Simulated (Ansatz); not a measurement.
Take Os in the diamond structure (space group Fd-3m, No. 227; a = 5.5567 Å; a hypothetical phase, not in the database extracts checked; relaxed with 0.1 eV smearing) as the base. Axes: x, y, z lie along the cube axes.

The values are results of Ansatz (an electronic-structure program), PBE, PAW, cutoff 420 eV, scalar-relativistic without spin-orbit coupling, not measurements.

Base values:

The shortest interatomic distance is 2.406 Å and the band gap comes out as zero.

Perturbation: the cell is compressed by 1.17 % along z with no lateral relaxation; the atoms relax in the strained cell.

Estimate the effect on the stress, shortest interatomic distance, energy relative to the base and band gap.

The stress (xx, yy, zz, yz, xz, xy; compression positive) is (2.4, 2.4, 2.5, 0.0, 0.0, 0.0) GPa; the shortest interatomic distance decreases by 0.009 Å, from 2.406 Å to 2.397 Å; the energy increases by 2.0 meV/atom; the band gap remains zero.

Stability against distortions was not tested. All final runs are without spin polarisation.
